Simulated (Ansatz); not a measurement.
Consider SrTiO$_{3}$ in the cubic perovskite structure (space group Pm-3m, No. 221; a = 3.891 Å).

Now apply this change: cell and atoms relaxed at a pressure of 15 GPa.

Levels (all Ansatz, a program for electronic structure, PAW): PBEsol (420 eV, no spin-orbit coupling); r2SCAN (500 eV, spin-orbit coupling left out).

The geometry is relaxed with PBEsol.

| Property | Result |
|---|---|
| PBEsol pressure | 14.99 GPa |
| PBEsol lowest conduction level above the VBM at special points | Γ 1.97 eV; X 2.19 eV; M 4.25 eV; R 5.03 eV |
| PBEsol smallest direct gap | 2.26 eV |

Q: Predict the pressure, lowest conduction level above the VBM at special points and smallest direct gap from r2SCAN.

A: The pressure increases by 3.43 GPa to 18.42 GPa; the lowest conduction level above the VBM at special points goes from Γ 1.97 eV; X 2.19 eV; M 4.25 eV; R 5.03 eV to Γ 2.44 eV; X 2.64 eV; M 4.64 eV; R 5.42 eV; the smallest direct gap grows by 0.49 eV, from 2.26 eV to 2.75 eV.

Single points use the geometry relaxed with PBEsol. Their cutoffs differ, which shifts pressures a little. Load acts through the strain it causes; cell and atoms are relaxed under it. Stability against distortions was not tested. No other phases were tried under pressure. All final runs are without spin polarisation. Many cubic perovskites are stable only at high temperature; tilts and polar distortions were not tested.
